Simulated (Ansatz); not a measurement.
Base system: K in the bcc (W type) structure (space group Im-3m, No. 229; a = 5.344 Å). Axes: x, y, z lie along the cube axes.

All numbers come from r2SCAN (Ansatz, an electronic-structure program; PAW; 500 eV plane waves; no SOC).

The change: a free-standing slab of 5 layers (5 atoms, 1 a layer) is cut normal to [110], with 15 Å of vacuum and the in-plane cell held at bulk.

Problem. Estimate the effect on the excess energy per area of both faces.

Solution. The excess energy per area of both faces (slab less bulk energy over the cell's area: twice a surface energy) amounts to 0.22 J/m² (uncertain by up to 0.04 J/m²).

Problem. What does the calculation give for the change of the spacing d23 from its bulk value of 3.779 Å after the change?

Solution. The change of the spacing d23 from its bulk value of 3.779 Å is +0.5 %.

Problem. What does the calculation give for the change of the spacing d12 from its bulk value of 3.779 Å after the change?

Solution. The change of the spacing d12 from its bulk value of 3.779 Å amounts to -2.1 %.

Slab and bulk use different k-meshes, which limits the precision of the excess energy. No phonon test of stability was made.
